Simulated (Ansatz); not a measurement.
Take a 20-atom supercell of KTaO3 in the cubic perovskite structure (space group Pm-3m, No. 221) at its relaxed geometry as the base.

```
KTaO3
1.0
    3.98419    -3.98419    -3.98419
   -3.98419     3.98419    -3.98419
    3.98419     3.98419     3.98419
K Ta O
4 4 12
Direct
  0.50000   0.50000   0.00000
  0.00000   0.00000   0.00000
  0.00000   0.50000   0.50000
  0.50000   0.00000   0.50000
  0.50000   0.50000   0.50000
  0.00000   0.00000   0.50000
  0.00000   0.50000   0.00000
  0.50000   0.00000   0.00000
  0.25000   0.50000   0.25000
  0.75000   0.00000   0.25000
  0.75000   0.50000   0.75000
  0.25000   0.00000   0.75000
  0.75000   0.75000   0.50000
  0.25000   0.25000   0.50000
  0.25000   0.75000   0.00000
  0.75000   0.25000   0.00000
  0.50000   0.25000   0.25000
  0.00000   0.75000   0.25000
  0.00000   0.25000   0.75000
  0.50000   0.75000   0.75000
```

Computed with PBEsol, PAW, 420 eV (Ansatz, a quantum-chemistry and plane-wave program; scalar-relativistic without spin-orbit coupling), earlier PAW set.

Base values:

The gap of the supercell is 2.15 eV.

Modification: a neutral O on a K site (antisite), atoms relaxed at fixed cell, starting from a slightly rattled geometry.

Question: Predict the new gap of the supercell.

Answer: The gap of the supercell drops by 1.27 eV, from 2.15 eV to 0.88 eV.

Question: What does the calculation give for the total moment of the cell after the change?

Answer: The total moment of the cell is 3.0 μB.

The magnetic state is the one reached from the starting moments; the real material's order can differ, and small cells can't hold many antiferromagnetic ones. In so small a cell the defect repeats every few ångströms: this is an ordered compound, not a dilute defect. With Ta present, leaving out spin-orbit coupling can change the band edges. The defect cell is spin-polarised and ends with 3.0 μB.
